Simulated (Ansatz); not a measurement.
System: BaWO4 (I4₁/a, No. 88; cell taken from a computed entry). Method: LDA (Ansatz, an electronic-structure program, plane waves, PAW).

Numerical settings: plane-wave cutoff 520 eV, 8×8×8 k mesh, Fermi–Dirac smearing 0.01 eV, no spin polarisation, scalar-relativistic PAW data made under PBE.

Cell (relaxed with PBEsol):

```
BaWO4
1.0
   -2.80277     2.80277     6.27679
    2.80277    -2.80277     6.27679
    2.80277     2.80277    -6.27679
Ba W O
2 2 8
Direct
  0.25000   0.75000   0.50000
  0.50000   0.50000   0.00000
  0.75000   0.25000   0.50000
  0.00000   0.00000   0.00000
  0.15169   0.04894   0.35962
  0.79894   0.93932   0.39725
  0.68932   0.79206   0.64038
  0.54206   0.40169   0.60275
  0.59831   0.20106   0.14038
  0.95106   0.31068   0.10275
  0.06068   0.45794   0.85962
  0.20794   0.84831   0.89725
```

Problem. Predict the band gap and smallest direct gap on the k points sampled.

Solution. 
band gap: 4.65 eV
smallest direct gap on the k points sampled: 4.69 eV

Note: cell and atoms aren't relaxed at this level (largest force component 0.19 eV/Å, pressure -3.6 GPa).

Spin–orbit coupling is not included.

The computed numbers hold no vibrational or temperature effects.
